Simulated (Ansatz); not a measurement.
SiC, response to strain

The reference is SiC (space group P6_3mc, No. 186; a = 3.0778 Å, c = 10.0773 Å). Axes: x lies along a and z along c of the hexagonal cell.

Strains are applied to the cell and any free atomic positions relax; under biaxial strain the out-of-plane vector relaxes too; under stress the whole cell relaxes.

Computed with r2SCAN (Ansatz, a first-principles code), no SOC, earlier PAW set.

```tsv
case	band gap	smallest direct gap	shortest interatomic distance	space group
base	2.60 eV	3.78 eV	1.883 Å	P6_3mc (No. 186)
biaxial strain −1.66 %, plane normal [001], relaxed out of plane	?	3.72 eV	1.860 Å	P6_3mc (No. 186)
biaxial strain −1.54 %, plane normal [001], relaxed out of plane	2.48 eV	3.72 eV	1.861 Å	P6_3mc (No. 186)
biaxial strain −0.90 %, plane normal [001], relaxed out of plane	2.53 eV	3.75 eV	1.870 Å	P6_3mc (No. 186)
uniaxial strain ε_zz = −1.73 %	2.59 eV	3.84 eV	?	P6_3mc (No. 186)
tensor shear ε_xz = +1.93 %	2.40 eV	3.70 eV	1.873 Å	Cc (No. 9)
uniaxial stress, 5 GPa compression along z	2.62 eV	?	1.877 Å	P6_3mc (No. 186)
uniaxial stress, 0.5 GPa tension along x	2.59 eV	3.77 eV	1.883 Å	Cmc2_1 (No. 36)
```

### Question
What belongs in the blanks?

### Answer

- biaxial strain −1.66 %, plane normal [001], relaxed out of plane, band gap: 2.47 eV
- uniaxial strain ε_zz = −1.73 %, shortest interatomic distance: 1.866 Å
- uniaxial stress, 5 GPa compression along z, smallest direct gap: 3.81 eV

Stability under load was not tested beyond the relaxation.
